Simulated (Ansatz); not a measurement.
A self-consistent single point of PbBrF (P4mm, 6 atoms in the cell) with Ansatz (a program for electronic structure).

Method of the run: LDA (PW92), default PAW files made with PBE (plane waves; Ansatz).

The change in words: 1 x 1 x 1 supercell, one Pb atom moved by 0.02 angstrom along z. Reference geometry:
```
PbBrF
1.0
    4.19761     0.00000     0.00000
    0.00000     4.19761     0.00000
    0.00000     0.00000     7.68533
Pb Br F
2 2 2
Direct
  0.00000   0.50000   0.80940
  0.50000   0.00000   0.19060
  0.50000   0.00000   0.65273
  0.00000   0.50000   0.34727
  0.50000   0.50000   0.00000
  0.00000   0.00000   0.00000
```

Reference input (self-consistent single point, DFT, LDA (PW92), plane waves, default PAW files made with PBE): basis.ecutwfc = 30.9 Ry; kpoints.mp_grid.grid = 6 6 4; hamiltonian.xc = lda; hamiltonian.pseudopotentials = {kind: paw} (the program's default PAW files); scf.occupations.method = fermi_dirac; scf.occupations.width = 0.0037 Ry. This run's input differs from it in these lines:

```diff
@@ -8,3 +8,3 @@
     - { symbol: Pb, position: [0.00000000, 0.50000000, 0.80940000] }
-    - { symbol: Pb, position: [0.50000000, 0.00000000, 0.19060000] }
+    - { symbol: Pb, position: [0.50000000, 0.00000000, 0.19320200] }
     - { symbol: Br, position: [0.50000000, 0.00000000, 0.65273000] }
```

Output (repeated stretches shortened):

```
SCF iter   1: F=—  HF=-30184.142632 eV  |F-HF|=—  |Δ(HF+E_count)|=         —  Δρ=1.29e-2  dr2=1.74e-1  ethr=1.77e-3  ⟨swp⟩=7.6  Hψ=4602  notcnv=0
all-band conjugate gradients solve this SCF's bands
preconditioner: auto → Resta (q_TF=auto, 2.355 Å⁻¹)
SCF iter   2: F=—  HF=-30184.103269 eV  |F-HF|=—  |Δ(HF+E_count)|=   3.94e-2  Δρ=3.71e-3  dr2=1.93e-2  ethr=3.10e-4  ⟨swp⟩=2.0  Hψ=1766  notcnv=0  defer=53
SCF iter   3: F=—  HF=-30184.098220 eV  |F-HF|=—  |Δ(HF+E_count)|=   5.05e-3  Δρ=1.13e-3  dr2=2.03e-3  ethr=3.44e-5  ⟨swp⟩=2.3  Hψ=1422  notcnv=0  defer=53
SCF iter   4: F=—  HF=-30184.097643 eV  |F-HF|=—  |Δ(HF+E_count)|=   5.77e-4  Δρ=1.71e-4  dr2=2.90e-5  ethr=3.62e-6  ⟨swp⟩=2.0  Hψ=1361  notcnv=0  defer=53
SCF iter   5: F=—  HF=-30184.097631 eV  |F-HF|=—  |Δ(HF+E_count)|=   1.24e-5  Δρ=3.84e-5  dr2=2.03e-6  ethr=5.17e-8  ⟨swp⟩=3.2  Hψ=1901  notcnv=0  defer=53
SCF iter   6: F=-30184.097631 eV  HF=-30184.097631 eV  |F-HF|=1.50e-8  |Δ(HF+E_count)|=   9.17e-8  Δρ=7.18e-6  dr2=6.42e-8  ethr=1.79e-10  ⟨swp⟩=9.5  Hψ=6298  notcnv=0
SCF 1 converged in 6 iterations: F = -30184.097631 eV  dr2 = 6.42e-8
Free energy (F): -30184.097631 eV
Internal energy: -30184.097631 eV  (E = F + TS)
E sigma→0 (E₀):  -30184.097631 eV
Fermi energy:    6.616463 eV
--- Forces (eV/Å), atoms counted from 1 ---
  atom   1  Pb     0.00000000     0.00000000     0.26501845
  atom   2  Pb    -0.00000000     0.00000000    -0.29459079
  atom   3  Br     0.00000000     0.00000000     0.02773929
  atom   4  Br    -0.00000000     0.00000000    -0.03649536
  atom   5  F      0.00000000     0.00000000     0.01916634
  atom   6  F     -0.00000000     0.00000000     0.01916634
--- Stress (GPa, compression-positive) ---
       -4.496561       0.000000       0.000000
        0.000000      -4.496561       0.000000
        0.000000       0.000000      -3.958880
  P = ⅓ Tr σ = -4.3173 GPa (-43.173 kbar)
  The stress holds the Pulay correction. Without it, at fixed plane waves, as pw.x and ABINIT print it: P = -4.5846 GPa
```

The run converged in 6 iterations. Against the reference run the free energy stays essentially unchanged (within 1 meV/atom), the pressure moves little (-4.22 to -4.32 GPa), the largest force goes from 0.210 to 0.295 eV/Å and the gap on the mesh goes from 2.324 to 2.341 eV.

The starting cell comes from a database of computed structures (which also holds hypothetical and non-ambient phases and stackings), without a prior relaxation at this level. Its lattice was rescaled by up to half a per cent. For this run, on top of that: 1 x 1 x 1 supercell, one Pb atom moved by 0.02 angstrom along z. Spin-orbit coupling is off. With a pressure of about -4 GPa the cell is away from its equilibrium volume at this level. Ansatz's pressure includes its estimate of the finite-basis (Pulay) stress.

Keys are those of Ansatz 0.2.
